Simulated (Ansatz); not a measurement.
C11b MoSi₂, treated with BLYP (Ansatz, a first-principles code, PAW).

Total energies, extrapolated to zero smearing (they compare only within this program, potentials and cutoff):

```tsv
system	energy (eV/atom)
C11b MoSi₂, relaxed	-2082.7945
diamond-structure Si	-639.4687
bcc Mo	-4969.0698
```

Problem. Work out the formation enthalpy per atom.

Solution. ΔH_f ≈ ΔE = -2082.7945 − [2 × (-639.4687) + 1 × (-4969.0698)]/3 = -0.125 eV/atom (0 K, no vibrations). The reference value is -0.496 ± 0.02 eV/atom (measured, 298 K, copied from a table, unchecked, not corrected to a static lattice; as tabulated in Wang et al. (2021), doi:10.1038/s41598-021-94550-5), a difference of +0.371 eV/atom.

The PAW data were made under PBE.
